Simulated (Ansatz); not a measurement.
The parent structure is CdSe in the zinc blende structure (space group F-43m, No. 216; a = 6.082 Å).

Perturbation: the cell is scaled by 0.9970 in all directions, atoms relaxed at fixed cell.

Levels (all Ansatz, a program for electronic structure, PAW): PBEsol (420 eV, no spin-orbit coupling); HSE06+SOC (420 eV, with spin-orbit coupling).

The geometry is relaxed with PBEsol.

| Property | Value |
|---|---|
| PBEsol valence-band top at Γ | 0.00, 0.00, 0.00 eV |
| PBEsol band gap | 0.50 eV |

Q: How does going to HSE06+SOC change the valence-band top at Γ and band gap?

A: The valence-band top at Γ (three highest Kramers pairs, from the VBM) goes from 0.00, 0.00, 0.00 eV to 0.00, 0.00, -0.41 eV; the band gap goes up by 0.93 eV, from 0.50 eV to 1.43 eV. The threefold valence maximum splits by Δso ≈ 0.41 eV.

Single points use the geometry relaxed with PBEsol. The spin-orbit shifts are approximate. The cells carry an imposed strain or load. Stability against distortions was not tested.
